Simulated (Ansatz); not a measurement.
## Convergence study of the k-point mesh for a (111) slab of AlNi (cut from a parent of space group no. 65; 10 atoms in the cell)

```
CELL_PARAMETERS angstrom
      2.74374     0.00000     0.00000
      2.72330     4.13239     0.00000
      0.00000     0.00000    22.20671
ATOMIC_POSITIONS crystal
  Al 0.50243 0.51631 0.31522
  Al 0.94741 0.07550 0.40761
  Al 0.39240 0.63468 0.50000
  Al 0.83738 0.19386 0.59239
  Al 0.28236 0.75304 0.68478
  Ni 0.50243 0.01631 0.31522
  Ni 0.94741 0.57549 0.40761
  Ni 0.39240 0.13468 0.50000
  Ni 0.83738 0.69386 0.59239
  Ni 0.28236 0.25304 0.68478
```

Computed with PBEsol, default PAW files made with PBE (plane waves; Ansatz, a program for electronic structure).

Base settings: basis.ecutwfc = 30.9 Ry; kpoints.mp_grid.grid = 9 5 1; hamiltonian.xc = pbesol; hamiltonian.pseudopotentials = {kind: paw} (the program's default PAW files); scf.occupations.method = gaussian; scf.occupations.width = 0.0073 Ry.

Only quantities that move along the ladder and can be compared are tabulated.

The count of work is k-points × plane waves × bands × iterations; it is no time. Core times come from one kind of shared machine, to one figure; runs under 30 s give none.

The starting cell comes from a database of computed structures (which also holds hypothetical and non-ambient phases and stackings), without a prior relaxation at this level. The slab is cut from that crystal, and its faces are unrelaxed. Its lattice was rescaled by up to half a per cent. Spin polarisation is off.

Steps (kpoints.mp_grid.grid): 3 2 1; 4 2 1; 4 3 1; 5 3 1; 6 3 1; 7 4 1; 8 4 1; 9 5 1; 10 6 1; 12 7 1; 14 8 1; 17 9 1; 19 11 1; 23 13 1; 27 15 1; 31 18 1; 37 21 1.

Problem. What is the coarsest kpoints.mp_grid.grid that holds the free energy within 2 meV/atom of the last step, with all finer ones?

Solution. 9 5 1, at 0.059 of the last step's count of work; the step before is off by 2.4 meV/atom.

Problem. What is the coarsest kpoints.mp_grid.grid that holds the forces within 0.02 eV/Å of the last step, with all finer ones?

Solution. 12 7 1, at 0.11 of the last step's count of work and about 0.09 of the last step's time; the step before is off by 0.024 eV/Å.

| kpoints.mp_grid.grid | free energy less the last step's (meV/atom) | largest difference of a force vector from the last step's (eV/Å) | count of work / last | core time / last (rough) |
|---|---|---|---|---|
| 3 2 1 | 46.63 | 0.189 | 0.011 | – |
| 4 2 1 | -5.27 | 0.222 | 0.015 | – |
| 4 3 1 | 4.77 | 0.133 | 0.022 | – |
| 5 3 1 | 6.05 | 0.061 | 0.021 | – |
| 6 3 1 | -10.30 | 0.109 | 0.026 | – |
| 7 4 1 | -2.48 | 0.037 | 0.035 | – |
| 8 4 1 | 2.42 | 0.068 | 0.051 | – |
| 9 5 1 | -1.68 | 0.033 | 0.059 | – |
| 10 6 1 | -0.26 | 0.024 | 0.082 | 0.07 |
| 12 7 1 | -1.32 | 0.013 | 0.11 | 0.09 |
| 14 8 1 | 0.10 | 0.010 | 0.15 | 0.1 |
| 17 9 1 | -0.08 | 0.011 | 0.20 | 0.2 |
| 19 11 1 | -0.20 | 0.004 | 0.27 | 0.2 |
| 23 13 1 | -0.01 | 0.001 | 0.39 | 0.3 |
| 27 15 1 | -0.01 | 0.002 | 0.52 | 0.4 |
| 31 18 1 | -0.03 | 0.003 | 0.72 | 0.6 |
| 37 21 1 | 0.00 | 0.000 | 1.0 | 1 |

Keys are those of Ansatz 0.2.
